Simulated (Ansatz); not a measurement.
Given:

End structure of the (001) surface of tetragonal MoSi2 in its 1x1 cell (cut with top plane Si, bottom plane Si), outermost plane spacing 1.34 Å in the ideal cut (one of several cuts of this face), with 2 Si a cell over the bulk's ratio:

```xyz
11
Lattice="3.2170 0.0000 0.0000 0.0000 3.2170 0.0000 0.0000 0.0000 29.5000" Properties=species:S:1:pos:R:3 pbc="T T T"
Si     1.6085     1.6085     8.1424
Si     0.0000     0.0000     9.4486
Mo     1.6085     1.6085    10.7925
Si     0.0000     0.0000    12.1007
Si     1.6085     1.6085    13.4426
Mo     0.0000     0.0000    14.7500
Si     1.6085     1.6085    16.0574
Si     0.0000     0.0000    17.3993
Mo     1.6085     1.6085    18.7075
Si     0.0000     0.0000    20.0514
Si     1.6085     1.6085    21.3576
```

Model: 11-atom slab, Mo3Si8, 13.1 Å thick at the start, 12x12x1 mesh, Fermi-Dirac 0.1 eV, dipole correction, all atoms relaxed; start symmetry kept, larger cells not searched; no spin, no spin-orbit, no U.

Give the work function of the top face at the level PBE (Ansatz, a program for electronic structure).

5.16 eV
